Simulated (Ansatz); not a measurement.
**Pressure series in hypothetical zinc blende YSb**

The reference is YSb in the zinc blende structure (space group F-43m, No. 216; a = 6.9364 Å; a hypothetical phase, not in the database extracts checked).

Cell and atoms are relaxed at each pressure.

Calculations: Kohn–Sham DFT with the r2SCAN functional, run in Ansatz (an electronic-structure program) with PAW and 500 eV plane waves, without spin-orbit coupling.

```
pressure (GPa)  volume per atom (Å³/atom)
--------------  -------------------------
-2                                 44.089
-1                                 42.833
0                                  41.717
0.9                                40.852
4.5                                37.999
9                                  35.424
15                                      ?
22.5                               30.546
30                                 28.745
```

**Question.** Fit the third-order Birch–Murnaghan form P(V) = (3B₀/2)[(V₀/V)^(7/3) − (V₀/V)^(5/3)]·[1 + (3/4)(B₀′ − 4)((V₀/V)^(2/3) − 1)] (squares taken in P) to the rows shown and predict the withheld row.

**Answer.** Least squares on the printed values gives V₀ = 41.731 Å³/atom, B₀ = 40.5 GPa, B₀′ = 3.7; this predicts 32.884 Å³/atom, and the run gives 32.891 Å³/atom, 0.007 higher.

Load acts through the strain it causes; cell and atoms are relaxed under it. Whether these cells are dynamically stable was not tested. No other phases were tried under pressure.
